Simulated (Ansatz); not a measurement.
Results of HSE06-D3(BJ) in Ansatz (plane waves, PAW) for L1₂ (Cu3Au-type) Ni₃Al.

Input:

Ansatz 0.2 input:
```yaml
crystal:
  lattice:
    - [3.4884822614, 0.0, 0.0]
    - [0.0, 3.4884822614, 0.0]
    - [0.0, 0.0, 3.4884822614]
  atoms:
    - { symbol: Al, position: [0.0, 0.0, 0.0], spin: 0.0 }
    - { symbol: Ni, position: [0.0, 0.5, 0.5], spin: 0.5 }
    - { symbol: Ni, position: [0.5, 0.0, 0.5], spin: 0.5 }
    - { symbol: Ni, position: [0.5, 0.5, 0.0], spin: 0.5 }
basis:
  ecutwfc: 460
  ecutrho_ratio: 4
  xc_grid: 2
kpoints:
  mp_grid: { grid: [8, 8, 8] }
hamiltonian:
  xc: hse06
  dispersion: d3bj
  pseudopotentials: { kind: paw }
scf:
  occupations: { method: fermi_dirac, width: 0.05 }
  convergence: { dr2_threshold: 0.0000000004 }
output:
  forces: true
  stress: true
  eigenvalues: true
magnetization:
  spin_polarized: true
```

Output (set-up and result lines):

```
WARN output.stress: scf.exx.energy_threshold = 1e-6 eV is looser than the 4e-8 eV advised for a stress under a hybrid functional (1e-8 eV for each atom of the …
Crystal: 4 atoms, lattice volume = 42.453 Å³
Basis set: ecut = 460 eV, 949 PW (Γ), exchange–correlation on 50×50×50 points (8 copies of the dense FFT grid, shifted against one another)
Bands: 36, of which v1, the nominal top of the filled ones, is band 29 counted from 1 (28 counted from 0)
Symmetry: 48 space group operations
Space group: Pm-3m (ITA 221), of the structure as read, at distance tolerance 3.5e-5 Å
k-points: 35 of 512
Initial density: superposition of atomic densities (chi_scale 0.1, normalization cell)
spin=Collinear: Kerker preconditioning applied to the charge; magnetization (m = ρ↑ − ρ↓) channel mixes plain (no charge-response kernel on spin).
SCF 1 converged in 17 iterations: F = -18060.703107 eV  dr2 = 6.85e-11
Crystal: 4 atoms, lattice volume = 42.453 Å³
Initial density: handed on by an earlier stage of this run
spin=Collinear: Kerker preconditioning applied to the charge; magnetization (m = ρ↑ − ρ↓) channel mixes plain (no charge-response kernel on spin).
Crystal: 4 atoms, lattice volume = 42.453 Å³
spin=Collinear: Kerker preconditioning applied to the charge; magnetization (m = ρ↑ − ρ↓) channel mixes plain (no charge-response kernel on spin).
Crystal: 4 atoms, lattice volume = 42.453 Å³
spin=Collinear: Kerker preconditioning applied to the charge; magnetization (m = ρ↑ − ρ↓) channel mixes plain (no charge-response kernel on spin).
Crystal: 4 atoms, lattice volume = 42.453 Å³
spin=Collinear: Kerker preconditioning applied to the charge; magnetization (m = ρ↑ − ρ↓) channel mixes plain (no charge-response kernel on spin).
SCF 5 converged in 2 iterations: F = -18055.098524 eV  dr2 = 6.56e-11
Magnetization: 1.1884 μB (29.0942 up, 27.9058 down)
Free energy (F): -18055.098524 eV
Internal energy: -18055.091483 eV  (E = F + TS)
E sigma→0 (E₀):  -18055.095003 eV
Fermi energy:    16.871660 eV
--- Forces (eV/Å), atoms counted from 1 ---
  atom   1  Al    -0.00000000     0.00000000    -0.00000000
  atom   2  Ni     0.00000000    -0.00000000     0.00000000
  atom   3  Ni     0.00000000    -0.00000000     0.00000000
  atom   4  Ni     0.00000000     0.00000000     0.00000000
--- Stress (GPa, compression-positive) ---
       -0.028579       0.000000       0.000000
        0.000000      -0.028579      -0.000000
        0.000000       0.000000      -0.028579
  P = ⅓ Tr σ = -0.0286 GPa (-0.286 kbar)
```

The PAW data were made under PBE.

Note: the run warned that the count of filled bands differs between k points.

The result took very roughly 8 core-minutes.

Ansatz is a first-principles code.
